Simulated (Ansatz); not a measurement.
Abridged Ansatz (an electronic-structure program) output:

```
Pseudopotential: Ti, paw, valence charge 12
Pseudopotential: Si, paw, valence charge 4
Pseudopotential: S, paw, valence charge 6
Crystal: 12 atoms, lattice volume = 179.099 Å³
Basis set: ecut = 420 eV, 3475 PW (Γ), exchange–correlation on 108×48×108 points (8 copies of the dense FFT grid, shifted against one another)
Bands: 55, of which v1, the nominal top of the filled ones, is band 43 counted from 1 (42 counted from 0)
Symmetry: 2 space group operations
k-points: 160 of 540 (time reversal used)
Functional: x = pbesol(κ = 0.804, μ = 0.12345679012345678), c = pbesol(β = 0.046)
SCF iter   1: F=—  HF=-15670.268127 eV  |F-HF|=—  |Δ(HF+E_count)|=         —  Δρ=7.80e-3  dr2=2.58e-1  ethr=1.77e-3  ⟨swp⟩=6.2  Hψ=37877  notcnv=0  defer=59
SCF iter   2: F=—  HF=-15670.239411 eV  |F-HF|=—  |Δ(HF+E_count)|=   2.87e-2  Δρ=4.13e-3  dr2=9.04e-2  ethr=3.00e-4  ⟨swp⟩=2.0  Hψ=11486  notcnv=0  defer=440
SCF 1 converged in 10 iterations: F = -15670.224666 eV  dr2 = 1.43e-10
SCF converged after 10 iterations
Free energy (F): -15670.224666 eV
Internal energy: -15670.165946 eV  (E = F + TS)
E sigma→0 (E₀):  -15670.195306 eV
Entropy (-TS):   -0.058720 eV (-4.893 meV/atom)
Fermi energy:    11.677877 eV
  E_disp       = -5.400923  (pairwise vdW)
--- Forces (eV/Å), atoms counted from 1 ---
  atom   1  Ti     0.00236857     0.00000000    -0.00164511
  atom   2  Ti    -0.00221115     0.00000000     0.00062271
  atom   3  Ti     0.00026535     0.00000000     0.00123820
  atom   4  Ti     0.00060901     0.00000000    -0.00347682
  atom   5  Si    -0.00349237     0.00000000    -0.00131549
  atom   6  Si     0.00271127     0.00000000     0.00012294
  atom   7  Si     0.00216342     0.00000000     0.00009451
  atom   8  S     -0.00025155     0.00000000    -0.00032033
  atom   9  Si    -0.00299710     0.00000000     0.00178639
  atom  10  Si    -0.00163118     0.00000000     0.00061454
  atom  11  S     -0.00019208     0.00000000     0.00053121
  atom  12  S      0.00265177     0.00000000     0.00174459
--- Stress (GPa, compression-positive) ---
       -0.008897       0.000000      -0.000539
        0.000000      -0.006548       0.000000
       -0.000539       0.000000       0.000697
  P = ⅓ Tr σ = -0.0049 GPa (-0.049 kbar)
```

### Question
What was computed, and what are the main results?

### Answer
Ti4Si5S3, 12 atoms in the cell, with PBEsol-D3(BJ) (Ansatz; PAW; 420 eV plane waves; spin-orbit coupling left out). The last SCF converged to F = -15670.224666 eV, or -1305.8521 eV per atom, at a pressure of 0.00 GPa. The total energy compares only with runs of the same code, potentials and settings.

These are small ordered cells, not random alloys; other orderings at the same x differ. Whether these cells are dynamically stable was not tested. The final runs are not spin-polarised. The cell was made from TiS2 by this change: x(Si) = 0.625, 12 atoms, Pm. Ti4Si5S3 has a high density of states at the Fermi level and may be magnetic at this level.
